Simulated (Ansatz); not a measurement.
Results of PBEsol (plane waves, PAW; Ansatz, a quantum-chemistry and plane-wave program) for Si (model structure, R-3m, No. 166, 6 atoms in the cell).

Numerical settings: plane-wave cutoff 520 eV, 10×10×10 k mesh, Fermi–Dirac smearing 0.01 eV, scalar-relativistic PAW data made under PBE.

Computed at the level's own relaxed cell.

```yaml
crystal:
  lattice:
    - [1.91506, 1.10566, 9.45892]
    - [-1.91506, 1.10566, 9.45892]
    - [0.00000, -2.21132, 9.45892]
  atoms:
    - { symbol: Si, position: [0.73593, 0.73593, 0.73593] }
    - { symbol: Si, position: [0.81934, 0.81934, 0.81934] }
    - { symbol: Si, position: [0.18066, 0.18066, 0.18066] }
    - { symbol: Si, position: [0.26407, 0.26407, 0.26407] }
    - { symbol: Si, position: [0.95862, 0.95862, 0.95862] }
    - { symbol: Si, position: [0.04138, 0.04138, 0.04138] }
```

Q: List the 16 lowest band energies at Γ above −25 eV (eV, relative to the valence band maximum), grouping those that round alike.

A: At Γ: -12.16, -10.79 (×2), -5.57, -5.55, -1.21 (×2), -1.13 (×2), -0.23, 0.00 (×2), 1.33, 1.57, 2.14 (×2).

Note: the relaxation could raise the start's symmetry but not lower it, so the cell can be a saddle point.

A model structure was made by putting elements into a prototype or built by hand; it is no filed structure, need not be a known phase, and can be a saddle point held by its symmetry.
